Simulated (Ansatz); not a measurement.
Candidates (primitive cells; geometry: cell and atoms relaxed with PBEsol):
A. BeSe (F-43m), a = b = c = 3.626 Å, α = β = γ = 60.00°
B. ZnS (F-43m), a = 3.788 Å, b = 3.788 Å, c = 3.788 Å, α = 60.00°, β = 60.00°, γ = 60.00°
C. InAs (F-43m), a = b = c = 4.3050 Å, α = β = γ = 60.00°
D. CdSe (F-43m), a = 4.3004 Å, b = 4.3004 Å, c = 4.3004 Å, α = 60.00°, β = 60.00°, γ = 60.00°
E. GaAs (F-43m), a = b = c = 4.002 Å, α = β = γ = 60.00°

**Question.** Put the candidates in order of Seebeck coefficient, n-type 1e19 cm⁻³, lowest first, for HSE06, rigid bands in Ansatz (a program for electronic structure).

**Answer.** A (-268 μV/K), B (-119 μV/K), D (-74 μV/K), E (-50 μV/K), C (-31 μV/K)

Seebeck coefficients are for the stated density at 300 K, with one relaxation time for all states and whether or not that doping can be reached. Spin-orbit coupling is left out.
